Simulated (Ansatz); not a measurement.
Consider Ag in the fcc (Cu type) structure (space group Fm-3m, No. 225; a = 4.104 Å; relaxed with 0.1 eV smearing).

Computed with r2SCAN (Ansatz, a first-principles code), without spin-orbit coupling.

Base values:

```
Quantity   Result
--------  -------
Pressure  0.0 GPa
```

The change: an isotropic linear strain of +0.50 %; the atoms relax in the strained cell.

Question: What happens to the energy relative to the base?

Answer: The energy increases by 1.2 meV/atom.

Question: Predict the new pressure.

Answer: The pressure goes from zero to -1.5 GPa.

Whether these cells are dynamically stable was not tested.
